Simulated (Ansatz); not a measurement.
**Fe3Ge (Pm-3m, No. 221, 4 atoms in the cell; start mp-20344)**

Level of theory: r²SCAN+rVV10 (PAW; Ansatz, a first-principles code).

Settings: plane-wave cutoff 500 eV, 12×12×12 k mesh, Fermi–Dirac smearing 0.05 eV, spin-polarised start, scalar-relativistic PAW data made under PBE.

Cell (relaxed at this level):

```cif
data_Fe3Ge
_chemical_formula_sum 'Fe3 Ge1'
_space_group_name_H-M_alt 'P 1'
_space_group_IT_number 1
_cell_length_a 3.64978
_cell_length_b 3.64978
_cell_length_c 3.64978
_cell_angle_alpha 90.000
_cell_angle_beta 90.000
_cell_angle_gamma 90.000
loop_
_space_group_symop_operation_xyz
  'x, y, z'
loop_
_atom_site_label
_atom_site_type_symbol
_atom_site_fract_x
_atom_site_fract_y
_atom_site_fract_z
_atom_site_occupancy
Fe1 Fe 0.00000 0.50000 0.50000 1
Fe2 Fe 0.50000 0.00000 0.50000 1
Fe3 Fe 0.50000 0.50000 0.00000 1
Ge1 Ge 0.00000 0.00000 0.00000 1
```

```
Property         Result
--------  -------------
band gap  zero (no gap)
```

Note: the magnetic order was assumed, not searched for or taken from measurement; a magnet's gap depends somewhat on the PAW data; the relaxation could not lower the start's symmetry, so the cell can be a saddle point above a distorted one.

Spin–orbit coupling is not included.

Computed values are for the static lattice.

Computing time: roughly 4 core-minutes.

A start named mp-… is a Materials Project structure, which need not be a measured phase.
